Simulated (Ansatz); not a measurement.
Hf: energy against strain

Hf (hcp, P6_3/mmc, 22.363 Å³/atom and stress up to 0.01 GPa in the relaxed cell, c along z) under a strain ε along c (axis z), the other axes held. r2SCAN in Ansatz, a plane-wave DFT program (PAW, default set), 500 eV, 21×21×12 Γ-centred mesh, Fermi-Dirac smearing 0.10 eV; ions are relaxed, or left where forces stay under 0.02 eV/Å, within the symmetry of each cell.

Here s stands for strain and y for E less E0.

```
strain (%)  E less E0 (meV/atom)
----------  --------------------
-1.50                       2.97
-1.00                       1.24
-0.50                       0.26
0.00                        0.00
0.50                        0.45
1.00                        1.60
1.50                        3.42
3.00                           ?
```

The 7 complete rows are fitted with a parabola, y against s. Least squares gives y = 0.000 + 0.1614·s + 1.4200·s². Residuals (row less fit): 0.017, -0.019, -0.014, 0.000, 0.014, 0.019, -0.017; standard error 0.021 (degrees of freedom: 4). Twice the quadratic coefficient over the volume, 2 × 1.4200 meV × 10⁴ × 0.1602 / 22.363 Å³, is the elastic constant C33 = about 200 GPa.

Task: What does the fit predict for y at s = 3.00, and how far is the calculated value from it?

Result: y = 0.000 + 0.1614 × 3.0 + 1.4200 × 3.0² = 13.264 meV/atom. The calculation gives 12.82 meV/atom, 0.444 meV/atom below the prediction (3.5 % of the range of y in the table). The row lies outside the fitted rows, so this is an extrapolation. From the scatter of the fitted rows alone, a prediction at this place has a standard error of 0.078 meV/atom, so the miss is 5.7 times that.

A polynomial of degree 3 through the 12 other runs of the series gives 12.80 there, so most of the miss is curvature that the fit leaves out. In a metal these values are sensitive to mesh and smearing; energies are taken to zero smearing, stresses follow the free energy. Rows are the converged runs of the series near zero and its far end; series whose fitted rows scatter by over a few per cent of the range, as at a crossing or softening among them, aren't shown in this form, nor equations of state whose B0' disagrees with the runs' pressures. Most that stay on the fit to the last digits aren't either.
